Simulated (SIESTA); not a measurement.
Checking a run of SIESTA on AlGaCu2S4 (I-4, 8 atoms in the cell). The aim is a self-consistent single point with DFT, LDA PW92, numerical atomic orbitals DZP, PseudoDojo LDA standard norm-conserving potentials (rewritten from UPF to PSML).

This input was run:

```
# files in the folder: Al.psml Ga.psml Cu.psml S.psml (PseudoDojo LDA standard)
SystemName  AlGa(CuS2)2
SystemLabel siesta

NumberOfAtoms                8
NumberOfSpecies              4
%block ChemicalSpeciesLabel
  1 13 Al
  2 31 Ga
  3 29 Cu
  4 16 S
%endblock ChemicalSpeciesLabel
LatticeConstant              1.0 Bohr
%block LatticeVectors
    -5.065269148    5.065269148    9.959603119
     5.065269148   -5.065269148    9.959603119
     5.065269148    5.065269148   -9.959603119
%endblock LatticeVectors
AtomicCoordinatesFormat      Ang
%block AtomicCoordinatesAndAtomicSpecies
     0.000000000    0.000000000    5.270395000  1
    -0.000000000    2.680425000    2.635197500  2
     2.680425000    0.000000000    2.635197500  3
     0.000000000    0.000000000    0.000000000  3
     1.323861907    1.325470162    3.967764172  4
     1.325470162   -1.323861907    6.573025828  4
     1.356563093    1.354954838   -1.302630828  4
     1.354954838    4.004286908    1.302630828  4
%endblock AtomicCoordinatesAndAtomicSpecies

XC.functional                LDA
XC.authors                   PW92
PAO.BasisSize                DZP
PAO.EnergyShift              0.01 Ry
MeshCutoff                   400 Ry
OccupationFunction           FD
ElectronicTemperature        10 K

MaxSCFIterations             150
SCF.Mixer.Method             Pulay
SCF.Mixer.Weight             0.25
SCF.Mixer.History            6
SCF.DM.Tolerance             1.0E-05
Diag.ParallelOverK           true
WriteForces                  true
Charge.Mulliken              end
```

Output (repeated stretches shortened):

```
reinit: Reading from file input.fdf

reinit: System Name: AlGa(CuS2)2
reinit: System Label: siesta

coor:   Atomic-coordinates input format  =     Cartesian coordinates
coor:                                          (in Angstroms)

siesta: Atomic coordinates (Bohr) and species
   [... lines left out ...]
diag: Absolute tolerance                            =  0.100E-15
diag: Orthogonalization factor                      =  0.100E-05
diag: Memory factor                                 =  1.0000

                        Single-point calculation

outcell: Unit cell vectors (Ang):
       -2.680425    2.680425    5.270395
        2.680425   -2.680425    5.270395
        2.680425    2.680425   -5.270395

outcell: Cell vector modules (Ang)   :    6.492027    6.492027    6.492027
outcell: Cell angles (23,13,12) (deg):    131.2283    131.2283     71.4506
outcell: Cell volume (Ang**3)        :    151.4644
Gamma-point calculation with interaction between periodic images
Gamma-point calculation with interaction between periodic images
Some features might not work optimally:
Some features might not work optimally:
e.g. DM initialization from atomic data
e.g. DM initialization from atomic data
new_DM -- step:     1
Initializing Density Matrix...

Attempting to read DM from file... Failed...
DM filled with atomic data:

InitMesh: MESH = 72 x 72 x 54 = 279936
InitMesh: Mesh cutoff (required, used) =   400.000   440.537 Ry

stepf: Fermi-Dirac step function
        iscf     Eharris(eV)        E_KS(eV)     FreeEng(eV)     dDmax    Ef(eV) dHmax(eV)
   scf:    1   -11613.666365   -12985.683698   -12985.683698  1.586325  0.978095130.578437
   scf:    2   -13134.506768   -13571.005562   -13571.005562  1.835081 -4.311970 56.638532
   scf:    3   -13666.449014   -13622.628155   -13622.628155  0.886040 -3.694458 35.872950
   scf:    4   -13669.796076   -13649.727647   -13649.727647  0.499897 -4.755117 14.711485
   scf:    5   -13650.309592   -13654.917098   -13654.917098  0.421568 -3.139040  7.166645
   [... 7 lines left out ...]
   scf:   13   -13656.149622   -13656.149637   -13656.149637  0.000716 -3.063011  0.015405
   scf:   14   -13656.149642   -13656.149641   -13656.149641  0.000248 -3.064408  0.000544
   scf:   15   -13656.149641   -13656.149641   -13656.149641  0.000016 -3.064640  0.000138
   scf:   16   -13656.149641   -13656.149641   -13656.149641  0.000004 -3.064693  0.000055
SCF Convergence by DM+H criterion
max |DM_out - DM_in|         :     0.0000038950
max |H_out - H_in|      (eV) :     0.0000552152
SCF cycle converged after 16 iterations

Using DM_out to compute the final energy and forces

siesta: E_KS(eV) =           -13656.1496

siesta: E_KS - E_eggbox =    -13656.1496

siesta: Atomic forces (eV/Ang):
     1    0.000055    0.000269    0.000068
     2   -0.000369    0.000871   -0.000024
     3    0.000229    0.000335   -0.001005
     4    0.000239    0.000223   -0.001033
     5    0.102047   -0.123157    0.331689
     6   -0.123665   -0.102818   -0.331931
     7   -0.101891    0.123280    0.332205
     8    0.123176    0.102297   -0.331624
   Tot   -0.000179    0.001300   -0.001655
   Max    0.332205
   [... lines left out ...]
siesta: FreeEng =    -13656.149641
siesta: Cell volume =        151.464368 Ang**3
siesta:         -55.83101913        -51.68017780  kBar
   [... lines left out ...]

mulliken: Qtot =       78.000

Mulliken Atomic Populations:
Atom #   charge [q] valence [e]  Species
     1    -0.350944    3.350944  Al
     2     0.104786   12.895214  Ga
     3    -0.186989   19.186989  Cu
     4    -0.174238   19.174238  Cu
     5     0.151839    5.848161  S
     6     0.151848    5.848152  S
     7     0.151850    5.848150  S
     8     0.151847    5.848153  S
 Total    -0.000000
```

**Question.** Is this run sound? If not, what is wrong?

**Answer.** The run is not sound. The fault is a single k-point for a small cell. The zone centre alone samples the bands of a small cell poorly; it suits large supercells. To fix it, use a k-point mesh or a larger supercell. The run converged in 16 iterations without an error; against the sound input the free energy rises by 184 meV/atom, the pressure stays near -5.58 GPa while the zz stress (positive for compression) goes from -5.08 to -14.82 GPa and the largest force goes from 0.299 to 0.369 eV/Å.

The sound input it was made from differs as follows (other fixes are possible):
```diff
+%block kgrid.MonkhorstPack
+    6   0   0  0.5
+    0   6   0  0.5
+    0   0   6  0.5
+%endblock kgrid.MonkhorstPack
```

With that input, the run converged in 15 iterations: free energy E − TS -13657.6190 eV; top of the valence band (on the code's own zero) -4.14 eV; gap on the k-point mesh 1.66 eV; pressure -5.53 GPa; largest force (vector length) 0.299 eV/Å (DFT, LDA PW92, numerical atomic orbitals DZP, PseudoDojo LDA standard norm-conserving potentials (rewritten from UPF to PSML)).

On the sound input: the starting cell comes from a database of computed structures (which also holds hypothetical and non-ambient phases and stackings), without a prior relaxation at this level. Values carry the incompleteness of an atom-centred basis. With a pressure of about -6 GPa the cell is away from its equilibrium volume at this level. The shifted mesh does not hold Γ, so a gap read on it misses any band edge there.
